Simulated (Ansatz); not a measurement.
Start from SnSe₂ in the CdI2 type structure (space group P-3m1, No. 164; a = 3.8258 Å, c = 6.2309 Å; layered, stacked along the Cartesian z axis). Axes: x lies along a and z along c of the hexagonal cell.

Method: Ansatz (an electronic-structure program), r2SCAN+rVV10, PAW, cutoff 500 eV, without spin-orbit coupling.

For the base:

| Item | Value |
|---|---|
| Volume per atom | 26.33 Å³ |
| Smallest direct gap | 1.49 eV |
| Band gap | 0.94 eV |

The change: uniaxial stress, 0.5 GPa compression along x, with the cell and atoms free to relax against it.

### Question
What does the calculation give for the volume per atom, smallest direct gap and band gap after the change?

### Answer
The volume per atom decreases by 0.05 Å³, from 26.33 Å³ to 26.28 Å³; the smallest direct gap grows by 0.01 eV to 1.50 eV; the band gap drops by 0.02 eV, from 0.94 eV to 0.92 eV.

Load acts through the strain it causes; cell and atoms are relaxed under it. Stability under load was not tested beyond the relaxation.
